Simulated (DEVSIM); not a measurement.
Structure: abrupt Si p-n junction, at 350 K.

Layer 1 from the left is Si, thickness (μm) 72.0, Na (cm⁻³) 4e18, τn (s) 1.4e-6, τp (s) 1.4e-6. Layer 2 from the left is Si, thickness (μm) 4.10, Nd (cm⁻³) 5.6e14, τn (s) 1.4e-6, τp (s) 1.4e-6.

Left contact: ohmic. Right contact: ohmic. Voltage is applied to the left contact. Recombination: SRH at mid-gap, radiative, Auger. Mobility is μmin + (μ − μmin)/(1 + (N/Nref)^α).

The device is made up for the run: typed textbook-type constants, with dimensions and the other settings drawn at random. Values at 300 K; Nc and Nv go as T^1.5, mobilities as T to minus their exponent, the gap by Varshni's rule with the affinity fixed.

Si: gap (eV) 1.124, affinity (eV) 4.05, permittivity 11.7, Nc (cm⁻³) 2.86e19, Nv (cm⁻³) 3.1e19, μn (cm²/Vs) 1417, μp (cm²/Vs) 470, μn,min 52, μp,min 45, Nref,n 9.7e16, Nref,p 2.2e17, αn 0.68, αp 0.72, T exponent of μn 2.3, T exponent of μp 2.2, B (cm³/s) 4.7e-15, Cn (cm⁶/s) 2.8e-31, Cp (cm⁶/s) 9.9e-32, Varshni α (eV/K) 0.000473, Varshni β (K) 636.

Estimate by hand the built-in potential, the peak field at zero bias, and compare with a numerical solution.


- Built-in potential: ni = √(Nc Nv) exp(−Eg/2kT) = 3.78e11 cm⁻³ with Eg = 1.111 eV; Vbi = kT/q ln(Na Nd/ni²) = 0.708 V; numerical 0.708 V.
- Peak field at zero bias: depletion approximation: W = √(2εVbi/(qN)) = 1.28 μm with N = 5.60e14 cm⁻³; field = 2Vbi/W = 11100 V/cm; numerical 118000 V/cm (estimate below by 91 %).

Model (solved in DEVSIM): 1D drift-diffusion, Boltzmann statistics, complete ionisation; no tunnelling, impact ionisation, image-force lowering or self-heating.
